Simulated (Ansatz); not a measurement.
Base system: TiO2 in the rutile structure (space group P4_2/mnm, No. 136).

```
TiO2
1.0
    4.59673     0.00000     0.00000
    0.00000     4.59673     0.00000
    0.00000     0.00000     2.95369
Ti O
2 4
Direct
  0.00000   0.00000   0.00000
  0.50000   0.50000   0.50000
  0.30461   0.30461   0.00000
  0.80461   0.19539   0.50000
  0.19539   0.80461   0.50000
  0.69539   0.69539   0.00000
```

Cartesian axes are those of the cell as printed.

Level of theory: plane-wave PAW DFT at the r2SCAN level (Ansatz, a program for electronic structure, 500 eV), without spin-orbit coupling.

One thing is altered: the cell is scaled by 1.0096 in all directions; the atoms relax in the strained cell.

Predict the stress tensor and what it implies for the stiffness.

Stress of the strained cell less that of the base (GPa, compression positive):
```
  -5.80    0.00    0.00
   0.00   -5.80    0.00
   0.00    0.00   -7.68
```

Then B = −ΔP/(ΔV/V₀) with ΔV/V₀ = 0.0291 gives secant stiffness values (nonlinear terms included at this strain): B (at held cell shape, above the free-shape value) ≈ 221 GPa.

As a check, the harmonic strain energy −½ V₀ Δσ:ε is 6.0 meV/atom; the computed energy rise is 6.2 meV/atom.

Stability against distortions was not tested. All final runs are without spin polarisation.
